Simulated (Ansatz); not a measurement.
## Rh2O3 (R-3c, No. 167, 10 atoms in the cell; start mp-542734)

Method: LDA (plane waves, PAW; Ansatz, a first-principles code).

Numerical settings: plane-wave cutoff 500 eV, 10×10×10 k mesh, gaussian smearing 0.02 eV, no spin polarisation, scalar-relativistic PAW data made under PBE.

Cell (relaxed at this level):

```xyz
10
Lattice="2.5336 1.4627 4.5604 -2.5336 1.4627 4.5604 0.0000 -2.9255 4.5604" Properties=species:S:1:pos:R:3 pbc="T T T"
Rh     0.0000     0.0000    11.6224
Rh     0.0000     0.0000     2.0588
Rh     0.0000     0.0000     8.8994
Rh     0.0000     0.0000     4.7818
O     -1.0153    -1.4627     5.7005
O      1.0153     1.4627     7.9807
O      1.7744    -0.1479     5.7005
O     -1.7744     0.1479     7.9807
O     -0.7591     1.6107     5.7005
O      0.7591    -1.6107     7.9807
```

```
Quantity                       Result
--------  ---------------------------
band gap  0.69 eV (on the SCF k mesh)
```

Note: the relaxation could not lower the start's symmetry, so the cell can be a saddle point above a distorted one.

Spin–orbit coupling is not included.

Computed values are for the static lattice.

Computing time: around 2.6 core-minutes (rough).

A start named mp-… is a Materials Project structure, which need not be a measured phase.
